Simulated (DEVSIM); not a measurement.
System: abrupt Ge p-n junction, at 300 K.

Layer 1 from the left is Ge, thickness (μm) 19.0, Na (cm⁻³) 9.7e16, τn (s) 0.00013, τp (s) 0.00013. Layer 2 from the left is Ge, thickness (μm) 240, Nd (cm⁻³) 1.9e16, τn (s) 0.00013, τp (s) 0.00013.

Left contact: ohmic. Right contact: ohmic. Voltage is applied to the left contact. Recombination: SRH at mid-gap, radiative. Mobility is μmin + (μ − μmin)/(1 + (N/Nref)^α).

This is a model device: material constants are rounded textbook-type values typed into the input, and sizes, dopings and lifetimes were drawn at random. Values at 300 K.

Ge: gap (eV) 0.664, affinity (eV) 4, permittivity 16, Nc (cm⁻³) 1.04e19, Nv (cm⁻³) 6e18, μn (cm²/Vs) 3900, μp (cm²/Vs) 1900, μn,min 150, μp,min 100, Nref,n 2.6e17, Nref,p 4e17, αn 0.56, αp 0.6, B (cm³/s) 6.4e-14.

Estimate by hand the built-in potential, the peak field at zero bias, and compare with a numerical solution.


- Built-in potential: ni = √(Nc Nv) exp(−Eg/2kT) = 2.09e13 cm⁻³ with Eg = 0.664 eV; Vbi = kT/q ln(Na Nd/ni²) = 0.394 V; numerical 0.394 V.
- Peak field at zero bias: depletion approximation: W = √(2εVbi/(qN)) = 0.210 μm with N = 1.59e16 cm⁻³; field = 2Vbi/W = 37600 V/cm; numerical 35400 V/cm (estimate above by 6.2 %).

Simulated with DEVSIM: 1D drift-diffusion, Boltzmann statistics, complete ionisation; no tunnelling, impact ionisation, image-force lowering or self-heating.
